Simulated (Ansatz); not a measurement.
System: single layer of ZrSe2 (symmetry P-3m1 as a slab, 3 atoms a cell), relaxed.

Consider the following.

```xyz
3
Lattice="3.8014 0.0000 0.0000 1.9007 3.2921 0.0000 0.0000 0.0000 23.1200" Properties=species:S:1:pos:R:3 pbc="T T T"
Se     0.0000     0.0000    13.1416
Zr     3.8014     2.1947    11.5600
Se     1.9007     1.0974     9.9784
```

Tersoff–Hamann model: the current follows the density of the states in the bias window at the tip's centre.

Mesh 18×18×1, no spin-orbit coupling, no spin polarisation; biases count from the run's Fermi level.

Task: Give the constant-current image of the upper face at a sample bias of +1.3 V from a Fermi level inside the gap (empty states up to 1.0 eV over the conduction edge) over one cell, by PBE, Tersoff-Hamann images (Ansatz, a first-principles code). The set point is the mean density 3.5 Å over the top atom.

Result: Corrugation 0.64 Å, highest over Se1 and the sites alike, lowest over Zr2 and the sites alike. Tip height over the top atom in Å, x and y in fractions of the first two vectors:

```
|@@@@%#*+=--=+*#%@@|
|@@@@%#*+=-:-=+*#%@|
|@@@@%#*+=-::-=+*#%|
|%%%%%#*+=:...:=+*#|
|##%%##*+=:.  .:=+*|
|*#####*+=-.   .-=+|
|+******+=-:.  .:-=|
|=++***++=-::...::-|
|==++++++==---::---|
|==+++++++=========|
|++++++++++++++++++|
|**+++++++++*******|
|##**++++++**######|
|%##**+++++**##%%%%|
|@%%#**++++**#%%@@@|
|@@%%#*+++++*#%%@@@|
|@@@%##*+==+*##%@@@|
|@@@@%#*+===+*#%@@@|
```
Scale: ten equal steps from 3.08 (start of ' ') to 3.72 (end of '@'), in the order ' .:-=+*#%@'; x runs from 0.000 to 0.944, y from 0.000 (bottom) to 0.944 (top).
